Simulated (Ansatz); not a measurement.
MnV2O6 (C2/m, No. 12), treated with r²SCAN-D4 (Ansatz, a program for electronic structure, PAW).

Settings: plane-wave cutoff 500 eV, 12×12×6 k mesh (along the axes of the cell as run), gaussian smearing 0.02 eV, spin-polarised with parallel moments, scalar-relativistic PAW data made under PBE.

Cell (relaxed at this level):

Space group C2/m (No. 12); a = 9.2720 Å, b = 3.4904 Å, c = 6.6409 Å, α = γ = 90.00°, β = 113.12°

```json
[
 {"atom": "Mn", "site": "2a", "symmetry": "2/m", "x": "0.0000", "y": "0.0000", "z": "0.0000"},
 {"atom": "V", "site": "4i", "symmetry": "m", "x": "0.1882", "y": "0.0000", "z": "0.6488"},
 {"atom": "O", "site": "4i", "symmetry": "m", "x": "0.1544", "y": "0.5000", "z": "0.1119"},
 {"atom": "O", "site": "4i", "symmetry": "m", "x": "0.0310", "y": "0.0000", "z": "0.7151"},
 {"atom": "O", "site": "4i", "symmetry": "m", "x": "0.3074", "y": "0.0000", "z": "0.4352"}
]
```
(The calculation used a cell of 9 atoms; values per cell refer to that cell.)

What does this level give for the band gap?


band gap: 0.61 eV (on the SCF k mesh)

Note: the magnetic order was assumed, not searched for or taken from measurement.

The computed numbers hold no vibrational or temperature effects.
